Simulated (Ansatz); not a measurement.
Symmetric slabs, relaxed from ideal cuts in 1x1 cells, of elemental solids: work function (eV) by functional, in Ansatz (plane waves, PAW). All structures are PBE's; the other columns are single points with references at the same level. No spin-orbit coupling, Hubbard U or dispersion.

```
system                                                         PBE   LDA  PBEsol  RPBE  r2SCAN
------------------------------------------------------------  ----  ----  ------  ----  ------
hcp Cd (22-43), ideal cut with outer spacing 0.35 Å           4.04  4.37    4.14  3.88    4.11
tetragonal indium (223), ideal cut with outer spacing 0.48 Å  3.81  4.09    3.89  3.69    3.94
hcp Tl (21-32), ideal cut with outer spacing 0.36 Å           3.50  3.83    3.59  3.35    3.52
tetragonal indium (213), ideal cut with outer spacing 1.11 Å  3.82  4.09    3.90  3.69    3.92
hcp Sc (32-50), ideal cut with outer spacing 0.22 Å           3.16  3.32    3.20  3.07    3.22
bcc Li (311), ideal cut with outer spacing 0.52 Å             2.90  2.98    2.92  2.85    2.87
hcp Mg (32-52), ideal cut with outer spacing 0.21 Å           3.50  3.64    3.54  3.43    3.55
hcp Os (22-43), ideal cut with outer spacing 0.31 Å           4.85  5.18    4.96  4.70    4.89
hcp Re (31-41), ideal cut with outer spacing 0.11 Å           4.53  4.84    4.64  4.39    4.56
fcc Rh (311), ideal cut with outer spacing 1.15 Å             4.83  5.21    4.94  4.65    4.82
fcc Pt (311), ideal cut with outer spacing 1.20 Å             5.54  5.92    5.66  5.38    5.60
hcp Cd (21-32), ideal cut with outer spacing 0.63 Å           3.92  4.25    4.01  3.77    3.97
```

The rows are a random draw from the class, without slabs that broke up, higher cuts of a face and adsorbates that left their site. Mean shift from PBE over these rows: LDA 0.28 eV (from 0.08 to 0.38, 12 rows); PBEsol 0.08 eV (from 0.02 to 0.12, 12 rows); RPBE -0.13 eV (from -0.18 to -0.04, 12 rows); r2SCAN 0.05 eV (from -0.03 to 0.13, 12 rows).

Ansatz is a quantum-chemistry and plane-wave program.
